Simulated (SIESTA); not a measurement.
Effort and miss along a sweep of MeshCutoff: MnCoSn (P6_3/mmc, 6 atoms in the cell)

```xyz
6
Lattice="4.3614 0.0000 0.0000 -2.1807 3.7771 0.0000 0.0000 0.0000 5.1573" Properties=species:S:1:pos:R:3 pbc="T T T"
Mn     2.1807     1.2590     1.2893
Mn     0.0000     2.5180     3.8680
Co     0.0000     0.0000     2.5787
Co     0.0000     0.0000     0.0000
Sn     2.1807     1.2590     3.8680
Sn     0.0000     2.5180     1.2893
```
Moments meant for the start (each program seeds them in its own way; μB, in the order of the atoms Mn Mn Co Co Sn Sn): 4.0 4.0 3.0 3.0 0.0 0.0.

Method: GGA PBEsol, numerical atomic orbitals DZP, PseudoDojo PBEsol standard norm-conserving potentials (rewritten from UPF to PSML) (SIESTA 5.4.2).

Base settings: XC.functional = GGA; XC.authors = PBEsol; potentials = PseudoDojo PBEsol standard; PAO.BasisSize = DZP; PAO.EnergyShift = 0.01 Ry; MeshCutoff = 300 Ry; kgrid.MonkhorstPack = 6 6 5 shifted by 0.5 0.5 0.5; OccupationFunction = FD; ElectronicTemperature = 50 meV; Spin = polarized.

Misses are taken against the tightest run, 600 Ry (665 Ry used), which need not be fully converged itself. The energy is the free energy per atom.

Core times come from one kind of shared machine and are given to one figure; runs under 30 s give none.

The starting cell comes from a database of computed structures (which also holds hypothetical and non-ambient phases and stackings), without a prior relaxation at this level. The magnetic order is the one reached from the typed start; others were not searched systematically. Values carry the incompleteness of an atom-centred basis. In the base run, with a pressure of about 6 GPa the cell is away from its equilibrium volume at this level.

| MeshCutoff | energy less reference (meV/atom) | core time / reference (rough) |
|---|---|---|
| 270 Ry (303 Ry used) | -3.84 | 0.7 |
| 300 Ry (303 Ry used) | -3.84 | 0.4 |
| 345 Ry (374 Ry used) | -1.21 | 0.9 |
| 390 Ry (426 Ry used) | -1.12 | 1.0 |
| 450 Ry (484 Ry used) | -0.70 | 0.6 |
| 525 Ry (539 Ry used) | -0.41 | 1 |
| 600 Ry (665 Ry used) | 0.00 | 1 |

Coarsest setting among those run that, with all tighter ones, holds the energy within 2 meV/atom of the reference: 345 Ry (374 Ry used), off by 1.2 meV/atom; its saving against the reference is no more than about a factor of 2 in time.

Coarsest setting among those run that, with all tighter ones, holds the energy within 1 meV/atom of the reference: 450 Ry (484 Ry used), off by 0.70 meV/atom; its saving against the reference is no more than about a factor of 2 in time.

The step from 300 Ry (303 Ry used) to 390 Ry (426 Ry used): it takes the miss in the energy from 3.8 to 1.1 meV/atom, for roughly 2 times the time.

Left out of this page: 5 runs of the series unsound by tests on forces, stress, charge or solver warnings.
